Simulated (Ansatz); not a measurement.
Gd_Ga in metastable zinc-blende GaN: one set of geometries, relaxed with PBE, evaluated in Ansatz (PAW, plane waves to 420 eV, 500 eV under r2SCAN) with PBE, r2SCAN.

Cell and caveats: 64-site cell; 2×2×2 shifted k-points; start: the Ga site; no Hubbard U; finite-size errors of tenths of an eV; flagged in the runs: a doubtful potential alignment.

```json
[
 {"quantity": "host gap (eV)", "PBE": "1.54", "r2SCAN": "(withheld)"},
 {"quantity": "neutral formation energy against alpha gallium, hcp Gd, ferromagnetic (eV)", "PBE": "-0.42", "r2SCAN": "(withheld)"},
 {"quantity": "largest moment on one atom at charge 0 (μB)", "PBE": "6.73", "r2SCAN": "(withheld)"}
]
```

Given the lower rungs, what does r2SCAN give?


- host gap (eV), r2SCAN: 1.94
- neutral formation energy against alpha gallium, hcp Gd, ferromagnetic (eV), r2SCAN: -0.68
- largest moment on one atom at charge 0 (μB), r2SCAN: 6.81

Ansatz is a quantum-chemistry and plane-wave program.
